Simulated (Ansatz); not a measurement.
Base system: IrO₂ in the rutile structure (space group P4_2/mnm, No. 136; a = 4.529 Å, c = 3.180 Å).

The change: cell and atoms relaxed at a pressure of 9 GPa.

Levels (all Ansatz, a first-principles code, PAW): PBE (420 eV, no SOC); PBE+SOC (420 eV, with spin-orbit coupling).

The geometry is relaxed with PBE.

* **PBE pressure**: 9.0 GPa

With PBE+SOC at the same geometry, the pressure rises by 1.5 GPa (9.0 GPa → 10.5 GPa).

Single points use the geometry relaxed with PBE. Differences between runs with and without spin-orbit coupling are approximate. Load acts through the strain it causes; cell and atoms are relaxed under it. Whether these cells are dynamically stable was not tested. Competing high-pressure phases were not computed. No Hubbard U is applied, and correlation can decide whether such a compound is a metal. The runs without spin-orbit coupling are not spin-polarised.
